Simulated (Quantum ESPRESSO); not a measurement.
# Quick settings and what they miss: InAgSnSe₄ (I-4, 7 atoms in the cell)

Self-consistent single point.

```yaml
crystal:
  lattice:
    - [-3.07221, 3.07221, 5.83557]
    - [3.07221, -3.07221, 5.83557]
    - [3.07221, 3.07221, -5.83557]
  atoms:
    - { symbol: In, position: [0.50000, 0.50000, 0.00000] }
    - { symbol: Ag, position: [0.25000, 0.75000, 0.50000] }
    - { symbol: Sn, position: [0.75000, 0.25000, 0.50000] }
    - { symbol: Se, position: [0.10888, 0.12466, 0.46226] }
    - { symbol: Se, position: [0.87534, 0.33760, 0.98422] }
    - { symbol: Se, position: [0.66240, 0.64662, 0.53774] }
    - { symbol: Se, position: [0.35338, 0.89112, 0.01578] }
```

Level of theory: LDA (PZ), GBRV 1.5 ultrasoft (LDA) pseudopotentials (plane waves; Quantum ESPRESSO 7.5).

Base settings: ecutwfc = 40 Ry; ecutrho = 320 Ry; occupations = smearing; smearing = fd; degauss = 0.00147 Ry; K_POINTS = automatic 4 4 4 0 0 0; conv_thr = 1e-10 Ry; mixing_beta = 0.3.

Tight run (finer mesh or higher cutoff; not a proven limit): ecutwfc: 40 Ry → 56 Ry; ecutrho: 320 Ry → 448 Ry; conv_thr: 1e-10 Ry → 7.3e-11 Ry; K_POINTS: automatic 4 4 4 0 0 0 → automatic 6 6 6 0 0 0. It gave top of the valence band (on the code's own zero) 4.27 eV; gap on the k-point mesh 0.42 eV; pressure -6.20 GPa; largest force (vector length) 0.499 eV/Å.

Quick runs, as changes from the base:
- A: the base itself
- B: ecutwfc: 40 Ry → 24 Ry; ecutrho: 320 Ry → 192 Ry; conv_thr: 1e-10 Ry → 7.3e-05 Ry; K_POINTS: automatic 4 4 4 0 0 0 → automatic 3 3 3 1 1 1
- C: ecutwfc: 40 Ry → 20 Ry; ecutrho: 320 Ry → 160 Ry; degauss: 0.00147 Ry → 0.0147 Ry; K_POINTS: automatic 4 4 4 0 0 0 → automatic 2 2 2 1 1 1
- D: ecutwfc: 40 Ry → 24 Ry; ecutrho: 320 Ry → 192 Ry; degauss: 0.00147 Ry → 0.0099958 Ry; K_POINTS: automatic 4 4 4 0 0 0 → automatic 1 1 1 0 0 0
- E: degauss: 0.00147 Ry → 0.036749 Ry; K_POINTS: automatic 4 4 4 0 0 0 → automatic 4 4 4 1 1 1
- F: ecutwfc: 40 Ry → 32 Ry; ecutrho: 320 Ry → 256 Ry; K_POINTS: automatic 4 4 4 0 0 0 → automatic 6 6 6 0 0 0

Energies are extrapolated to zero smearing width, which holds to low order in the width alone (under cold and Methfessel-Paxton smearing the free energy itself is taken).

Dashes: pressure of B, not trusted under this conv_thr with d or f elements; gap of D, left out as unsure on this mesh or at this smearing; gap of E, no gap found.

Gaps are read on each run's own mesh, which may miss the band edges.

The count of work is k-points × plane waves × bands × iterations; it is no time. Core times come from one kind of shared machine and are given to one figure; runs under 30 s give none.

The starting cell comes from a database of computed structures (which also holds hypothetical and non-ambient phases and stackings), without a prior relaxation at this level. Its lattice was rescaled by a random factor within 2.5 % of one. In the base run, with a pressure of about -6 GPa the cell is away from its equilibrium volume at this level.

| run | energy less tight (meV/atom) | pressure less tight (GPa) | largest miss in a force vector (eV/Å) | gap on the mesh less tight (eV) | count of work / tight | core time / tight (rough) |
|---|---|---|---|---|---|---|
| A | 34.5 | -0.11 | 0.004 | -0.001 | 0.23 | 0.2 |
| B | 966.2 | – | 0.009 | 0.680 | 0.028 | 0.06 |
| C | 3929.1 | -89.64 | 0.075 | 1.099 | 0.017 | 0.05 |
| D | 1142.8 | -26.54 | 0.602 | – | 0.0073 | 0.06 |
| E | 79.0 | 1.36 | 0.389 | – | 0.19 | 0.2 |
| F | 65.6 | -1.33 | 0.002 | -0.001 | 0.41 | 0.3 |

Among the runs at the tight run's level, the energy misses run from 34.5 to 3929.1 meV/atom.
